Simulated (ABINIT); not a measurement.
**Worked example: self-consistent single point of MoOs (P-6m2, 2 atoms in the cell) in ABINIT**

Method of the run: PBEsol, PAW (JTH v2.0 PBE PAW, files made for PBE) (plane waves; ABINIT).

Input as run:

```
# MoOs, JTH v2.0 PBE PAW
pp_dirpath "./"
pseudos "Mo.GGA_PBE-JTH.xml, Os.GGA_PBE-JTH.xml"
acell 3*1.0 Angstrom
rprim
         2.7773089145    0.0000002698    0.0000000000
        -1.3886546909    2.4052199392    0.0000000000
         0.0000000000    0.0000000000    4.4998490000
natom 2
ntypat 2
znucl 42 76
typat 1 2
xred
         0.6666666667    0.3333333333    0.5000000000
         0.3333333333    0.6666666667    0.0000000000
ecut 20
pawecutdg 40
pawxcdev 0
ixc -116133
occopt 3
tsmear 0.00183747
nband 16
kptopt 1
ngkpt 14 14 7
nshiftk 1
shiftk 0 0 0
nstep 80
tolvrs 1.0e-10
prtwf 0
prtden 0
```

Log, with long lists cut:

```
 Symmetries : space group P-6 m 2 (#187); Bravais hP (primitive hexag.)

 -outvars: echo values of preprocessed input variables --------
            acell      1.8897261329E+00  1.8897261329E+00  1.8897261329E+00 Bohr
             ecut      2.00000000E+01 Hartree
              ixc     -116133
         kptrlatt       14    0    0      0   14    0      0    0    7
          kptrlen      5.95243757E+01
            natom           2
            nband          16
            ngfft          24      24      36
          ngfftdg          30      30      50
             nkpt          96
            nstep          80
             nsym          12
           ntypat           2
           occopt           3
        pawecutdg      4.00000000E+01 Hartree
         pawxcdev           0
            rprim      2.7773089145E+00  2.6980000000E-07  0.0000000000E+00
                      -1.3886546909E+00  2.4052199392E+00  0.0000000000E+00
                       0.0000000000E+00  0.0000000000E+00  4.4998490000E+00
          spgroup         187
           tolvrs      1.00000000E-10
           tsmear      1.83747000E-03 Hartree
            typat      1  2
           useylm           1
             xred      6.6666666670E-01  3.3333333330E-01  5.0000000000E-01
                       3.3333333337E-01  6.6666666663E-01  0.0000000000E+00
            znucl       42.00000   76.00000

== DATASET  1 ==================================================================

 Real(R)+Recip(G) space primitive vectors, cartesian coordinates (Bohr,Bohr^-1):
 R(1)=  5.2483532  0.0000005  0.0000000  G(1)=  0.1905359  0.1100060  0.0000000
 R(2)= -2.6241771  4.5452070  0.0000000  G(2)= -0.0000000  0.2200120  0.0000000
 R(3)=  0.0000000  0.0000000  8.5034822  G(3)=  0.0000000  0.0000000  0.1175989
 Unit cell volume ucvol=  2.0284932E+02 bohr^3
 Angles (23,13,12)=  9.00000000E+01  9.00000000E+01  1.20000000E+02 degrees

 Coarse grid specifications (used for wave-functions):

 getcut: wavevector=  0.0000  0.0000  0.0000  ngfft=  24  24  36
         ecut(hartree)=     20.000   => boxcut(ratio)=   2.10293

 Fine grid specifications (used for densities):

 getcut: wavevector=  0.0000  0.0000  0.0000  ngfft=  30  30  50
         ecut(hartree)=     40.000   => boxcut(ratio)=   2.00921

   1.32710041E+03                                ecore*ucvol(ha*bohr**3)

_setup2: Arith. and geom. avg. npw (full set) are     866.623     866.608

--- !BeginCycle
solver: {iscf: 17, nstep: 80, nline: 4, wfoptalg: 10, }
tolerances: {tolvrs: 1.00E-10, }
...

     iter   Etot(hartree)      deltaE(h)  residm     nres2
 ETOT  1  -84.317823485592    -8.432E+01 7.504E-01 1.214E+01
 ETOT  2  -84.661447286470    -3.436E-01 1.358E-01 4.534E+00
 ETOT  3  -84.674027254400    -1.258E-02 1.174E-01 1.232E+01
 ETOT  4  -84.645192741461     2.883E-02 3.488E-03 3.832E-02
 ETOT  5  -84.645695875818    -5.031E-04 4.667E-04 6.155E-03
 ETOT  6  -84.645726628099    -3.075E-05 1.246E-04 7.940E-03
   [... 3 lines left out ...]
 ETOT 10  -84.645708341146    -5.446E-10 1.288E-05 5.126E-07
 ETOT 11  -84.645708340443     7.036E-10 1.597E-05 8.121E-08
 ETOT 12  -84.645708340271     1.715E-10 8.397E-06 2.025E-09
 ETOT 13  -84.645708340268     3.467E-12 7.297E-06 6.958E-10
 ETOT 14  -84.645708340264     3.610E-12 5.788E-06 5.798E-11

 At SCF step   14       nres2   =  5.80E-11 < tolvrs=  1.00E-10 =>converged.

 Cartesian components of stress tensor (hartree/bohr^3)
  sigma(1 1)=  2.93452833E-04  sigma(3 2)=  0.00000000E+00
  sigma(2 2)=  2.93452833E-04  sigma(3 1)=  0.00000000E+00
  sigma(3 3)=  3.73662369E-04  sigma(2 1)= -4.94370709E-14

 ----iterations are completed or convergence reached----

 reduced coordinates (array xred) for    2 atoms
       0.666666666700      0.333333333300      0.500000000000
       0.333333333367      0.666666666633      0.000000000000
 cartesian forces (eV/Angstrom) at end:
    1     -0.00000000000000    -0.00000000000000    -0.00000000000000
    2      0.00000000000000     0.00000000000000    -0.00000000000000
 frms,max,avg= 4.3969783E-28 6.5954671E-28   0.000E+00  0.000E+00  0.000E+00 e/A
 length scales=  1.889726132886  1.889726132886  1.889726132886 bohr
              =  1.000000000000  1.000000000000  1.000000000000 angstroms
 Fermi (or HOMO) energy (hartree) =   0.40326   Average Vxc (hartree)=  -0.48330
 Eigenvalues (hartree) for nkpt=  96  k points:
 kpt#   1, nband= 16, wtk=  0.00073, kpt=  0.0000  0.0000  0.0000 (reduced coord)
  -1.82444   -0.87539   -0.84782   -0.84782    0.07980    0.19615    0.32925    0.32925
   0.34859    0.39246    0.39246    0.39920    0.39920    0.44124    0.51744    0.51744
      occupation numbers for kpt#   1
   2.00000    2.00000    2.00000    2.00000    2.00000    2.00000    2.00000    2.00000
   2.00000    1.99442    1.99442    1.80159    1.80159    0.00000    0.00000    0.00000
 prteigrs : prtvol=0 or 1, do not print more k-points.

--- !EnergyTerms
comment             : Components of total free energy in Hartree
kinetic             :  1.61784664132511E+01
hartree             :  1.33640228220731E+01
xc                  : -8.06328554399614E+00
Ewald energy        : -7.70928181773029E+01
psp_core            :  6.54229658621685E+00
local_psp           : -4.57171009037219E+01
spherical_terms     :  1.01433008080400E+01
internal            : -8.46451179954399E+01
'-kT*entropy'       : -5.89456572747786E-04
total_energy        : -8.46457074520126E+01
total_energy_eV     : -2.30332683757798E+03
...

-Cartesian components of stress tensor (GPa)         [Pressure= -9.4203E+00 GPa]
- sigma(1 1)=  8.63367896E+00  sigma(3 2)=  0.00000000E+00
- sigma(2 2)=  8.63367897E+00  sigma(3 1)=  0.00000000E+00
- sigma(3 3)=  1.09935246E+01  sigma(2 1)= -1.45448860E-09

 Calculation completed.
```

The run converged in 14 iterations.

The starting cell comes from a database of computed structures (which also holds hypothetical and non-ambient phases and stackings), without a prior relaxation at this level. Its lattice was rescaled by a random factor within 2.5 % of one. Spin polarisation is off. The potentials were made for another functional than the one used. With a pressure of about -9 GPa the cell is away from its equilibrium volume at this level.

Cost on one core of a shared machine: roughly 3 min.
